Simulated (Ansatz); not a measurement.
Ansatz (a quantum-chemistry and plane-wave program) run on PbS (Fm-3m, 2 atoms in the cell): self-consistent single point

Method: PBE (plane waves, PAW; Ansatz).

The input file:

Ansatz 0.2 input:
```yaml
# PbS
crystal:
  lattice:
    - [0.00000000, 2.97386100, 2.97386100]
    - [2.97386100, 0.00000000, 2.97386100]
    - [2.97386100, 2.97386100, 0.00000000]
  atoms:
    - { symbol: Pb, position: [0.00000000, 0.00000000, 0.00000000] }
    - { symbol: S, position: [0.50000000, 0.50000000, 0.50000000] }
kpoints:
  mp_grid: { grid: [8, 8, 8] }
hamiltonian:
  xc: pbe
  pseudopotentials: { kind: paw }
scf:
  occupations: { method: gaussian, width: 0.0015 Ry }
output:
  forces: true
  eigenvalues: true
  stress: true
```

Output (repeated stretches shortened):

```
WARN basis.ecutwfc = 420 eV, the default
WARN ansatz: RAYON_NUM_THREADS=1 ignored (pool sized by the plan → 1); use --threads N
Pseudopotentials: kind: paw
Pseudopotential: Pb, paw, valence charge 14
Pseudopotential: S, paw, valence charge 6
Crystal: 2 atoms, lattice volume = 52.601 Å³
Basis set: ecut = 420 eV, 965 PW (Γ), exchange–correlation on 60×60×60 points (8 copies of the dense FFT grid, shifted against one another)
Bands: 14, of which v1, the nominal top of the filled ones, is band 10 counted from 1 (9 counted from 0)
Symmetry: 48 space group operations
Space group: Fm-3m (ITA 225), of the structure as read, at distance tolerance 3.7e-5 Å
k-points: 29 of 512
Initial density: superposition of atomic densities (neutral atoms: chi_scale 0, normalization atom), corrected by the library's trained network
Initial wavefunctions: pseudopotential atomic-orbital guess
Eigensolver: davidson
Functional: x = pbe(κ = 0.804, μ = 0.2195149727645171), c = pbe(β = 0.06672455060314922)
SCF iter   1: F=—  HF=-12809.564247 eV  |F-HF|=—  |Δ(HF+E_count)|=         —  Δρ=9.63e-4  dr2=7.60e-4  ethr=1.77e-3  ⟨swp⟩=6.6  Hψ=2485  notcnv=0
all-band conjugate gradients solve this SCF's bands
preconditioner: auto → none
SCF iter   2: F=—  HF=-12809.562962 eV  |F-HF|=—  |Δ(HF+E_count)|=   1.29e-3  Δρ=5.07e-4  dr2=1.49e-4  ethr=3.80e-6  ⟨swp⟩=2.1  Hψ=979  notcnv=0
SCF iter   3: F=—  HF=-12809.562956 eV  |F-HF|=—  |Δ(HF+E_count)|=   6.01e-6  Δρ=1.85e-4  dr2=1.98e-5  ethr=7.44e-7  ⟨swp⟩=2.2  Hψ=663  notcnv=0
SCF iter   4: F=—  HF=-12809.562967 eV  |F-HF|=—  |Δ(HF+E_count)|=   1.09e-5  Δρ=4.68e-5  dr2=1.12e-6  ethr=9.90e-8  ⟨swp⟩=2.1  Hψ=534  notcnv=0
iter 5 did not close the SCF: its close was put off for the readings that it lacked (scf_convergence_deferred on its scf_iter line)
SCF iter   5: F=-12809.562967 eV  HF=-12809.562967 eV  |F-HF|=1.53e-8  |Δ(HF+E_count)|=   1.49e-8  Δρ=6.77e-6  dr2=2.35e-8  ethr=5.59e-9  ⟨swp⟩=2.0  Hψ=695  notcnv=0
SCF iter   6: F=-12809.562967 eV  HF=-12809.562967 eV  |F-HF|=1.35e-10  |Δ(HF+E_count)|=   4.05e-9  Δρ=6.44e-7  dr2=2.00e-10  ethr=1.18e-10  ⟨swp⟩=2.2  Hψ=1502  notcnv=0
SCF 1 converged in 6 iterations: F = -12809.562967 eV  dr2 = 2.00e-10
SCF converged after 6 iterations
Free energy (F): -12809.562967 eV
Harris-Foulkes:  -12809.562967 eV  (|F-HF|=1.35e-10)
Internal energy: -12809.562967 eV  (E = F + TS)
E sigma→0 (E₀):  -12809.562967 eV
Fermi energy:    8.511699 eV
--- Per-component energies (eV) ---
  E_band       = -57.252349
  E_kinetic    = 393.488822
  E_local      = -1227.476816  (includes V_loc(G=0)·N_el)
  E_nonlocal   = 378.523211
  E_hartree    = 476.996953
  E_xc         = -318.515055
  E_vxc        = -220.463336  (∫ρ·V_xc dr)
  E_paw        = -11003.351301  (= ΣΔE_a)
  E_vpaw       = -335.318739  (= ΣTr[D̂ρ^β])
  E_aug_tail   = 0.000047  (compensation charges beyond the density's cutoff)
  E_ewald      = -1509.228828
  E_smearing   = -0.000000  (= −TS)
  E_closure    = 0.000000  (closes the sum)
  Σ components = -12809.562967   (vs F -12809.562967, Δ=0.00e0)
--- Forces (eV/Å), atoms counted from 1 ---
  atom   1  Pb    -0.00000000     0.00000000    -0.00000000
  atom   2  S      0.00000000    -0.00000000    -0.00000000
  max |Σ_I F_I| component: 3.12e-30 eV/Å
--- Stress (GPa, compression-positive) ---
        1.727632       0.000000       0.000000
        0.000000       1.727632       0.000000
       -0.000000      -0.000000       1.727632
  P = ⅓ Tr σ = 1.7276 GPa (17.276 kbar)
  The stress holds the Pulay correction. Without it, at fixed plane waves, as pw.x and ABINIT print it: P = 1.7116 GPa
--- Band table (eV; the first three rows and the last of 29) ---
  k-point 0: bands = ["-8.4959", "-8.4959", "-8.4959", "-8.4798", "-8.4798", "-5.2028", "2.2799", "6.1868", "6.1868", "6.1868", "13.5122", "13.5122", "13.5122", "15.0422"]
  k-point 1: bands = ["-8.4952", "-8.4931", "-8.4931", "-8.4806", "-8.4806", "-5.0715", "1.8388", "6.2279", "6.2279", "6.5167", "12.3003", "12.7389", "12.7389", "15.0043"]
  k-point 2: bands = ["-8.4988", "-8.4988", "-8.4939", "-8.4697", "-8.4697", "-4.7073", "0.8882", "6.3446", "6.3446", "7.1654", "10.6809", "11.5409", "11.5409", "15.1861"]
  k-point 28: bands = ["-8.5854", "-8.4799", "-8.4799", "-8.4784", "-8.4369", "-3.5259", "0.4156", "3.9560", "3.9560", "7.3117", "10.5152", "12.9801", "12.9801", "16.4572"]
```

The run converged in 6 iterations.

The starting cell has typed, rounded lattice constants, without a prior relaxation at this level. Its lattice was rescaled by a random factor within 2.5 % of one. Spin-orbit coupling is off. Ansatz's pressure includes its estimate of the finite-basis (Pulay) stress.
